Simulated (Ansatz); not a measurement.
## Short convergence ladders for the (100) slab of YSi2Rh3 (cut from a parent of space group no. 191; 12 atoms in the cell)

```xyz
12
Lattice="5.4555 0.0000 0.0000 0.0000 3.5929 0.0000 0.0000 0.0000 21.8744" Properties=species:S:1:pos:R:3 pbc="T T T"
Y      3.3043     0.0000    10.1498
Si     0.5765     0.0000     8.5749
Si     3.3043     0.0000     7.0000
Rh     0.5765     1.7965    10.1498
Rh     4.6681     1.7965     7.7874
Rh     1.9404     1.7965     7.7874
Y      0.5765     0.0000    14.8744
Si     3.3043     0.0000    13.2995
Si     0.5765     0.0000    11.7246
Rh     3.3043     1.7965    14.8744
Rh     1.9404     1.7965    12.5121
Rh     4.6681     1.7965    12.5121
```

Base method: PBEsol, default PAW files made with PBE (plane waves; Ansatz, a first-principles code).

Base settings: basis.ecutwfc = 420 eV; kpoints.mp_grid.grid = 3 5 1; hamiltonian.xc = pbesol; hamiltonian.pseudopotentials = {kind: paw} (the program's default PAW files); scf.occupations.method = fermi_dirac; scf.occupations.width = 0.1 eV.

The count of work is k-points × plane waves × bands × iterations; it is no time. 

**The vacuum with a dipole correction**

In this ladder: efield.axis = 3; efield.dipole_correction = true.

The mesh stays at the base's, so the ladder's end is converged at best in this setting alone.

Only quantities that move along the ladder and can be compared are tabulated.

```tsv
vacuum between outermost atoms (Å)	largest difference of a force vector from the last step's (eV/Å)
6.0	0.056
8.0	0.003
10.0	0.000
14.0	0.000
20.0	0.000
```

Smallest vacuum between outermost atoms (Å) that holds the forces within 0.01 eV/Å of the last step, with all finer ones: 8.0; the step before is off by 0.056 eV/Å.

**The plane-wave cutoff**

The mesh stays at the base's, so the ladder's end is converged at best in this setting alone.

Only quantities that move along the ladder and can be compared are tabulated.

| basis.ecutwfc | free energy less the last step's (meV/atom) | largest difference of a force vector from the last step's (eV/Å) | count of work / last |
|---|---|---|---|
| 210 eV | 3786.22 | 0.267 | 0.14 |
| 250 eV | 856.49 | 0.314 | 0.16 |
| 295 eV | 122.97 | 0.043 | 0.21 |
| 355 eV | 7.53 | 0.006 | 0.27 |
| 420 eV | 1.36 | 0.001 | 0.35 |
| 505 eV | 0.35 | 0.000 | 0.46 |
| 630 eV | 0.11 | 0.000 | 0.65 |
| 840 eV | 0.00 | 0.000 | 1.0 |

Coarsest basis.ecutwfc that holds the free energy within 0.5 meV/atom of the last step, with all finer ones: 505 eV; the step before is off by 1.4 meV/atom.

Coarsest basis.ecutwfc that holds the forces within 0.01 eV/Å of the last step, with all finer ones: 355 eV, at 0.27 of the last step's count of work; the step before is off by 0.043 eV/Å.

On the base run: the starting cell comes from a database of computed structures (which also holds hypothetical and non-ambient phases and stackings), without a prior relaxation at this level. The slab is cut from that crystal, and its faces are unrelaxed. Its lattice was rescaled by up to half a per cent. Spin polarisation is off. In the base run, forces exceed 1 eV/Å. Without a gap this mesh is coarse (it stands for a supercell whose shortest in-plane vector is 16 Å).

Keys are those of Ansatz 0.2.
